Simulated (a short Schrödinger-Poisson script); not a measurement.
Stack: MOS inversion layer, SiO2 on p-type Si(100), at 200 K.

From the gate side: 1.4 nm SiO2; 250 nm Si, acceptors 3e18 cm⁻³.

Constants are typed, rounded textbook-type inputs, not results; the design itself was drawn at random and stands for no fabricated device. SiO2: permittivity 3.9, conduction-band edge (eV) 3.15, gap (eV) 9, electron mass (mₑ) 0.5. Si: permittivity 11.7, conduction-band edge (eV) 0, gap (eV) 1.124, Nv at 300 K (cm⁻³) 3.1e19.

Channel valleys (confinement mass, in-plane density-of-states mass, number): Δ2 0.916, 0.19, 2; Δ4 0.19, 0.417, 4. At the gate the conduction-band edge of layer 1 lies 3.5 eV − eVg above the Fermi level of the channel; the field vanishes at the back. Gaps are held at their typed values at every temperature. Mesh 0.03 nm at interfaces.

From a short Schrödinger-Poisson script (our own, NumPy): 1D Poisson equation in equilibrium, electrons quantum, Hartree (BenDaniel-Duke, 12 states a valley, the channel's in-plane mass for all, wave functions ending at the dielectric), parabolic valleys, classical holes, full ionisation, no traps, pinning or gate leakage.

```
Vg (V)  electrons (cm⁻²)  C (μF/cm²)  Δ2 E0 (meV from the Fermi level)  Δ4 E0 (meV from the Fermi level)
------  ----------------  ----------  --------------------------------  --------------------------------
0.85              5.38e9       0.424                             107.5                             223.1
0.9              4.66e10       0.626                              70.1                             187.3
0.95             2.34e11        1.13                              41.7                             160.5
1                6.01e11        1.49                              24.3                             144.7
1.05             1.07e12        1.66                              12.9                             134.9
1.1              1.58e12        1.75                               4.4                             128.0
1.15             2.12e12        1.80                              -2.6                             122.7
1.2              2.68e12        1.83                              -8.6                             118.3
1.25             3.24e12        1.86                             -14.0                             114.4
1.3              3.82e12        1.88                             -19.0                             111.0
1.35             4.40e12        1.89                             -23.6                             107.8
1.4              4.98e12        1.90                             -28.1                             104.9
1.45             5.57e12        1.91                             -32.4                             102.1
```

Gate voltages with under 1e9 electrons/cm² are left out.

Question: At Vg = 1.45 V the lowest Δ2 subband lies at -32.4 meV from the Fermi level. How many electrons does it hold, and what share of all?

Answer: The two-dimensional density of states is g m/(πħ²) = 1.59e11 cm⁻² meV⁻¹ (both spins), kT = 17.2 meV, so n = D kT ln(1 + exp(−E/kT)) = 5.54e12 cm⁻², 0.99 of the 5.57e12 cm⁻² in all.

Question: Compare the slope of the sheet density between 1.35 and 1.45 V with the geometric capacitance of the layers between gate and channel.

Answer: q Δn/ΔV = 1.87 μF/cm²; ε0/Σ(t/ε) = 2.47 μF/cm². The ratio is 0.76: the channel acts as a further capacitance in series.
